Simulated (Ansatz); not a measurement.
Pressure series in InSe

Take InSe in the beta-GaS type structure (space group P6_3/mmc, No. 194; a = 4.0162 Å, c = 16.9265 Å; layered, stacked along the Cartesian z axis) as the base.

Cell and atoms are relaxed at each pressure.

The values are results of r2SCAN+rVV10 (Ansatz, a quantum-chemistry and plane-wave program; PAW; 500 eV plane waves; spin-orbit coupling left out), earlier PAW set, not measurements.

```
case                                gap character  band gap  lattice parameter a
-----------------  ------------------------------  --------  -------------------
base                                  direct at Γ   0.85 eV              4.016 Å
pressure −1 GPa                       direct at Γ       ___              4.049 Å
pressure 0.9 GPa                      direct at Γ   0.87 eV              3.990 Å
pressure 2.1 GPa                      direct at Γ   0.94 eV              3.957 Å
pressure 4.5 GPa                      direct at Γ   1.12 eV              3.897 Å
pressure 22.5 GPa  indirect, K–Γ (80 % along) → K   0.22 eV              3.591 Å
pressure 30 GPa                                 –      zero                  ___
```

Task: Complete the table.

Result: 
- pressure −1 GPa, band gap: 0.96 eV
- pressure 30 GPa, lattice parameter a: 3.501 Å

The mesh was chosen for an insulator and is coarse for the gapless case. Load acts through the strain it causes; cell and atoms are relaxed under it. Stability against distortions was not tested. No other phases were tried under pressure. All final runs are without spin polarisation. A zero or small gap of InSe under pressure 22.5 GPa and InSe under pressure 30 GPa can be the functional's error rather than a property of the material.
